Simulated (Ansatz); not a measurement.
A computed series for hypothetical zinc blende KH: response to strain

Base system: KH in the zinc blende structure (space group F-43m, No. 216; a = 6.126 Å; a hypothetical phase, not in the database extracts checked). Axes: x, y, z lie along the cube axes.

Strains are applied to the cell and any free atomic positions relax; under biaxial strain the out-of-plane vector relaxes too.

Calculations: Ansatz (a quantum-chemistry and plane-wave program), PBEsol, PAW, cutoff 420 eV, without spin-orbit coupling.

Notes on the quantities. pressure: mean of the normal stresses, compression positive.

| variant | electron mass | pressure | band gap | gap character |
|---|---|---|---|---|
| base | 1.1 mₑ along k, 1.3 mₑ across (at L) | 0.01 GPa | 3.54 eV | – |
| biaxial strain −2.23 %, plane normal [001], relaxed out of plane | 2.5 mₑ along k, 0.87 mₑ across (at X) | 0.09 GPa | 3.51 eV | indirect, X → M |
| biaxial strain −1.16 %, plane normal [001], relaxed out of plane | 1.1 mₑ along k, 1.3 mₑ across (at L) | 0.04 GPa | 3.54 eV | indirect, X → N |
| biaxial strain +4.31 %, plane normal [001], relaxed out of plane | 1.4 mₑ along k, 0.86 mₑ across (at X) | 0.11 GPa | 3.44 eV | indirect, M → X |
| biaxial strain −2.54 %, plane normal [110], relaxed out of plane | – | 0.25 GPa | 3.46 eV | indirect, X → S |
| biaxial strain +0.34 %, plane normal [111], relaxed out of plane | 1.1 mₑ along k, 1.3 mₑ across (at L) | -0.05 GPa | 3.53 eV | indirect, F → L |
| uniaxial strain ε_xx = −1.76 % | 1.1 mₑ along k, 1.4 mₑ across (at L) | 0.20 GPa | 3.55 eV | indirect, M → N |
| uniaxial strain ε_zz = +4.27 % | 1.0 mₑ along k, 1.3 mₑ across (at L) | -0.41 GPa | 3.48 eV | indirect, X → N |
| tensor shear ε_yz = +3.07 % | 0.88 mₑ along k, 1.2 mₑ across (at L) | -0.01 GPa | 3.41 eV | indirect, T → S |
| tensor shear ε_xz = −1.60 % | 0.98 mₑ along k, 1.3 mₑ across (at L) | 0.00 GPa | 3.48 eV | indirect, T → S |

Effective masses come from finite differences of ±0.01 Å⁻¹. Along k means along the line from Γ to the band edge. Stability against distortions was not tested. Under biaxial strain +4.31 %, plane normal [001], relaxed out of plane the cell ends below the base's energy or with stress of the wrong sign: the atoms slid into a distortion or the cell is elastically unstable, so the base is not a stable minimum at this level. k-point labels follow each cell's own Brillouin zone.
